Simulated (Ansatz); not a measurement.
Take SnSe2 in the rutile structure (space group P4_2/mnm, No. 136; a hypothetical phase, not in the database extracts checked) as the base.

```
SnSe2
1.0
    6.48169     0.00000     0.00000
    0.00000     6.48169     0.00000
    0.00000     0.00000     3.97260
Sn Se
2 4
Direct
  0.00000   0.00000   0.00000
  0.50000   0.50000   0.50000
  0.30688   0.30688   0.00000
  0.80688   0.19312   0.50000
  0.19312   0.80688   0.50000
  0.69312   0.69312   0.00000
```

Cartesian axes are those of the cell as printed.

Level of theory: r2SCAN in Ansatz (plane waves to 500 eV, PAW, without spin-orbit coupling).

Before the change:

| Quantity | Value |
|---|---|
| Pressure | 0.0 GPa |
| Shortest interatomic distance | 2.661 Å |

Now apply this change: the cell is compressed by 1.22 % along z with no lateral relaxation; the atoms relax in the strained cell.

What happens to the energy relative to the base?

The energy grows by 1.5 meV/atom.

Estimate the effect on the pressure.

The pressure (mean of the normal stresses, compression positive) goes from zero to 0.9 GPa.

Estimate the effect on the shortest interatomic distance.

The shortest interatomic distance shrinks by 0.016 Å (2.661 Å → 2.645 Å).

Stability against distortions was not tested. All final runs are without spin polarisation.

Ansatz is a program for electronic structure.
